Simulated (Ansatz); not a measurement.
Start from CdSe in the zinc blende structure (space group F-43m, No. 216; a = 6.082 Å). Axes: x, y, z lie along the cube axes.

The values are results of PBEsol (Ansatz, an electronic-structure program; PAW; 420 eV plane waves; without spin-orbit coupling), not measurements.

Before the change:

```
Quantity                             Value
---------------------  -------------------
Electron mass              0.049 mₑ (at Γ)
Valence-band top at Γ  0.00, 0.00, 0.00 eV
```

Now apply this change: compressive biaxial strain of 1.42 % in the plane normal to [110], as in epitaxy on a mismatched substrate; the out-of-plane cell vector and the atoms relax.

**Question.** Estimate the effect on the electron mass and valence-band top at Γ.

**Answer.** The electron mass goes from 0.049 mₑ (at Γ) to 0.054 mₑ out of plane, 0.049 mₑ in plane (at Γ); the valence-band top at Γ (three highest levels, from the VBM) changes from 0.00, 0.00, 0.00 eV to 0.00, -0.03, -0.13 eV.

The levels and masses belong to the bands next to the band gap. Masses are band curvatures over ±0.01 Å⁻¹ around the edge. Stability against distortions was not tested.
